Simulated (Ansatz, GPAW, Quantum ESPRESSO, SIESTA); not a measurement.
## One structure in several programs: CaGaSiH (P3m1, 4 atoms in the cell)

Relaxation of cell and atoms.

```yaml
crystal:
  lattice:
    - [4.09110, 0.00000, 0.00000]
    - [-2.04555, 3.54300, 0.00000]
    - [0.00000, 0.00000, 4.76280]
  atoms:
    - { symbol: Ca, position: [0.00000, 0.00000, 0.00000] }
    - { symbol: Ga, position: [0.66667, 0.33333, 0.55680] }
    - { symbol: Si, position: [0.33333, 0.66667, 0.43370] }
    - { symbol: H, position: [0.66667, 0.33333, 0.92500] }
```

Shared settings, as Ansatz (an electronic-structure program) writes them: kpoints.mp_grid.grid = 6 6 5; scf.occupations.method = fermi_dirac; scf.occupations.width = 0.02 eV. Potentials and cutoffs stand in the table.

```
code                                                                                                                                      model  final volume (Å³/atom)  gap on the mesh (eV)       cutoff
----------------  -----------------------------------------------------------------------------------------------------------------------------  ----------------------  --------------------  -----------
Quantum ESPRESSO                                                                           PBEsol, GBRV 1.5 ultrasoft (PBESOL) pseudopotentials                   16.42                 0.265        50 Ry
SIESTA            GGA PBEsol, numerical atomic orbitals DZP, PseudoDojo PBEsol standard norm-conserving potentials (rewritten from UPF to PSML)                   18.46                 0.700  grid 400 Ry
GPAW                                                                                      PBEsol, GPAW PAW datasets PBEsol (made by gpaw-setup)                   16.74                 0.322       850 eV
Ansatz                                                                                                          PBEsol, PAW files made with PBE                   16.44                 0.268      default
```

Gaps are read on the mesh.

The spread over the programs that give each value: final volume within 2.04 Å³/atom; gap on the mesh within 0.435 eV.

SIESTA uses small atom-centred bases, whose incompleteness enters pressures, forces and empty levels differently from a plane-wave cutoff. The programs treat the finite-basis stress differently while the cell relaxes: Ansatz adds an estimate of it.

The starting cell comes from a database of computed structures (which also holds hypothetical and non-ambient phases and stackings), without a prior relaxation at this level.

Keys are those of Ansatz 0.2.
